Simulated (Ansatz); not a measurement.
The parent structure is Sc in the hcp (Mg type) structure (space group P6_3/mmc, No. 194; a = 3.3179 Å, c = 5.1860 Å; relaxed with 0.1 eV smearing). Axes: x lies along a and z along c of the hexagonal cell.

Level of theory: PBE in Ansatz (plane waves to 420 eV, PAW, no spin-orbit coupling).

Strains are applied to the cell and any free atomic positions relax.

One change was made to it. Results:

```json
[
 {"quantity": "pressure (mean of the normal stresses, compression positive)", "base": "0.0 GPa", "after": "-0.3 GPa"},
 {"quantity": "energy relative to the base (free energy F)", "base": "0 meV/atom", "after": "+0.2 meV/atom"}
]
```

**Question.** Name the change that was made.
A) uniaxial strain ε_zz = −2.50 %
B) uniaxial strain ε_zz = +0.50 %
C) uniaxial strain ε_zz = +2.50 %
D) uniaxial strain ε_zz = +3.00 %
E) uniaxial strain ε_zz = −3.00 %

**Answer.** B, uniaxial strain ε_zz = +0.50 %. For comparison, the energy relative to the base in the other runs: uniaxial strain ε_zz = −3.00 % gives +7.2 meV/atom; uniaxial strain ε_zz = +2.50 % gives +4.5 meV/atom; uniaxial strain ε_zz = −2.50 % gives +5.0 meV/atom; uniaxial strain ε_zz = +3.00 % gives +6.5 meV/atom.

Whether these cells are dynamically stable was not tested. All final runs are without spin polarisation.

Ansatz is a first-principles code.
